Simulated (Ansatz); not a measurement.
Defect: Ge-vacancy pair (Ge on one host Ga site, one Ga site vacant) in wurtzite GaN, charge state -2. Method: PBE, PAW (plane waves to 420 eV; Ansatz, a program for electronic structure).

Cell of 72 host sites held at the relaxed PBE lattice; one k-point at (0.125, 0.250, 0.250); Fermi-Dirac width 0.01 eV, spin-restricted; finite-size errors left in. Energies are static. The charge state is imposed; whether it is stable for some Fermi level was not computed. Forms of the defect that were not tried may lie lower. The start lies 0.083 eV above the lowest site run (PBE).

Barriers: single points on a 2×2×2 k-point mesh shifted by half a step along c at the bands' geometries (they differ from the bands' own by up to 0.06 eV, and are uncertain by about as much).

The step: a nearby Ga atom hops onto the vacant site (Ge-vacancy distance between ideal sites 3.21 → 5.57 Å). Atoms about the jump, Cartesian Å from the middle of the jump, before and after:

| atom | x0 | y0 | z0 | x1 | y1 | z1 |
|---|---|---|---|---|---|---|
| Ga1 | -0.77 | 1.33 | 0.00 | 0.77 | -1.33 | 0.00 |
| N2 | 0.80 | 0.58 | -0.68 | 0.91 | 0.39 | -0.69 |
| N3 | -0.91 | -2.39 | -0.68 | -0.81 | -2.34 | -0.63 |
| N4 | 0.80 | -1.42 | 2.18 | 0.81 | -1.42 | 1.98 |
| N5 | -2.43 | 0.45 | -0.62 | -2.53 | 0.39 | -0.68 |
| N6 | -0.81 | 1.37 | 2.00 | -0.80 | 1.37 | 2.19 |
| Ga7 | -2.36 | -1.43 | 0.00 | -2.41 | -1.34 | 0.01 |
| Ga8 | 0.80 | 0.40 | 2.61 | 0.77 | 0.46 | 2.60 |
| N9 | -2.42 | -1.42 | 2.00 | -2.42 | -1.42 | 2.00 |
| Ga10 | 0.81 | 0.44 | -2.54 | 0.80 | 0.48 | -2.54 |
| Ga11 | -0.77 | -2.32 | 2.61 | -0.81 | -2.33 | 2.62 |
| Ga12 | 2.36 | 1.35 | 0.01 | 2.36 | 1.36 | 0.01 |
| Ga13 | -2.41 | 0.44 | 2.62 | -2.38 | 0.46 | 2.61 |
| Ga14 | -0.80 | -2.35 | -2.54 | -0.82 | -2.35 | -2.59 |
| Ga15 | -2.41 | 0.44 | -2.59 | -2.40 | 0.45 | -2.54 |
| N16 | 2.55 | -2.42 | -0.76 | 2.39 | -2.35 | -0.68 |
| N17 | 2.41 | 1.37 | 2.00 | 2.42 | 1.37 | 2.00 |
| N18 | -0.83 | 3.23 | -0.61 | -0.81 | 3.38 | -0.69 |
| Ga19 | -0.81 | -4.13 | 0.01 | -0.81 | -4.19 | 0.02 |
| N20 | 0.86 | -1.45 | -3.26 | 0.85 | -1.46 | -3.25 |
| N21 | -0.82 | 1.37 | -3.26 | -0.81 | 1.37 | -3.29 |
| Ga22 | -4.03 | 1.38 | 0.01 | -3.97 | 1.35 | 0.00 |
| Ge23 | 2.42 | -2.35 | -2.57 | 2.40 | -2.35 | -2.58 |

Task: Give the saddle-point geometry and the barrier.

Result: 
```json
[
 {"atom": "Ga1", "x": "-0.28", "y": "-0.23", "z": "0.24"},
 {"atom": "N2", "x": "1.01", "y": "0.58", "z": "-0.76"},
 {"atom": "N3", "x": "-0.89", "y": "-2.20", "z": "-0.59"},
 {"atom": "N4", "x": "0.70", "y": "-1.30", "z": "2.00"},
 {"atom": "N5", "x": "-2.35", "y": "0.32", "z": "-0.59"},
 {"atom": "N6", "x": "-0.77", "y": "1.23", "z": "2.01"},
 {"atom": "Ga7", "x": "-2.61", "y": "-1.50", "z": "0.00"},
 {"atom": "Ga8", "x": "0.84", "y": "0.48", "z": "2.73"},
 {"atom": "N9", "x": "-2.49", "y": "-1.45", "z": "2.00"},
 {"atom": "Ga10", "x": "0.86", "y": "0.49", "z": "-2.60"},
 {"atom": "Ga11", "x": "-0.83", "y": "-2.30", "z": "2.63"},
 {"atom": "Ga12", "x": "2.47", "y": "1.42", "z": "0.01"},
 {"atom": "Ga13", "x": "-2.40", "y": "0.42", "z": "2.63"},
 {"atom": "Ga14", "x": "-0.80", "y": "-2.30", "z": "-2.53"},
 {"atom": "Ga15", "x": "-2.36", "y": "0.43", "z": "-2.53"},
 {"atom": "N16", "x": "2.45", "y": "-2.37", "z": "-0.75"},
 {"atom": "N17", "x": "2.44", "y": "1.40", "z": "2.01"},
 {"atom": "N18", "x": "-0.83", "y": "3.27", "z": "-0.66"},
 {"atom": "Ga19", "x": "-0.75", "y": "-4.07", "z": "0.02"},
 {"atom": "N20", "x": "0.86", "y": "-1.43", "z": "-3.26"},
 {"atom": "N21", "x": "-0.80", "y": "1.37", "z": "-3.28"},
 {"atom": "Ga22", "x": "-3.88", "y": "1.38", "z": "0.01"},
 {"atom": "Ge23", "x": "2.41", "y": "-2.34", "z": "-2.57"}
]
```
It lies 2.12 eV above the start and 1.69 eV above the end. The program found a first-order saddle point.
